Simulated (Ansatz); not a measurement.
Consider interstitial O in silicon, neutral cell. Method: PBE, PAW (plane waves to 420 eV; Ansatz, a quantum-chemistry and plane-wave program).

Settings: 216 host sites, the relaxed PBE lattice, the Γ point alone, smearing 0.01 eV, spin-restricted, no image-charge correction. No zero-point or tunnelling terms. The charge state is imposed; whether it is stable for some Fermi level was not computed. Sites that were not tried may lie lower.

Barriers: single points on a 2×2×2 k-point mesh shifted by half a step at the bands' geometries (they differ from the bands' own by up to 0.13 eV, and are uncertain by about as much).

The step: several atoms move together, O the farthest. Atoms about the jump, Cartesian Å from the middle of the jump, before and after:

| atom | x0 | y0 | z0 | x1 | y1 | z1 |
|---|---|---|---|---|---|---|
| O1 | -0.60 | 0.00 | 0.60 | 0.60 | 0.00 | -0.60 |
| Si2 | 0.29 | 1.08 | -0.23 | -0.23 | 1.08 | 0.29 |
| Si3 | -1.58 | -0.79 | 1.64 | -1.46 | -0.48 | 1.53 |
| Si4 | 1.53 | -0.48 | -1.46 | 1.64 | -0.79 | -1.58 |

Task: Give the saddle-point geometry and the barrier.

Result: 
| atom | x | y | z |
|---|---|---|---|
| O1 | -0.07 | -0.28 | 0.12 |
| Si2 | -0.12 | 1.48 | 0.17 |
| Si3 | -1.29 | -0.86 | 1.35 |
| Si4 | 1.26 | -0.63 | -1.20 |
It lies 2.35 eV above the start and 2.35 eV above the end. The saddle point's order was not checked, and it lies on a symmetry element of the cell, where a band can be held.
